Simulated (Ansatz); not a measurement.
The parent structure is BN in the h-BN type structure (space group P6_3/mmc, No. 194; a = 2.500 Å, c = 6.525 Å; layered, stacked along the Cartesian z axis).

Level of theory: Kohn–Sham DFT with the r2SCAN+rVV10 functional, run in Ansatz (a first-principles code) with PAW and 500 eV plane waves, no SOC, earlier PAW set.

One change was made to it. Results:

```csv
quantity,base,after
c/a ratio,2.610,2.146
band gap,4.74 eV,4.54 eV
shortest interatomic distance,1.443 Å,1.423 Å
```

### Question
Which of these changes matches the shifts?
A) pressure 0.9 GPa
B) pressure 9 GPa
C) pressure −2 GPa
D) pressure 2.1 GPa
E) pressure 22.5 GPa

### Answer
E, pressure 22.5 GPa. For comparison, the band gap in the other runs: pressure 0.9 GPa gives 4.71 eV; pressure 9 GPa gives 4.60 eV; pressure −2 GPa gives 4.88 eV; pressure 2.1 GPa gives 4.67 eV.

From pressure 22.5 GPa on, the axis ratios lie over 15 % from the base's, so the cell there is far from its starting form. Load acts through the strain it causes; cell and atoms are relaxed under it. Stability against distortions was not tested. No other phases were tried under pressure.
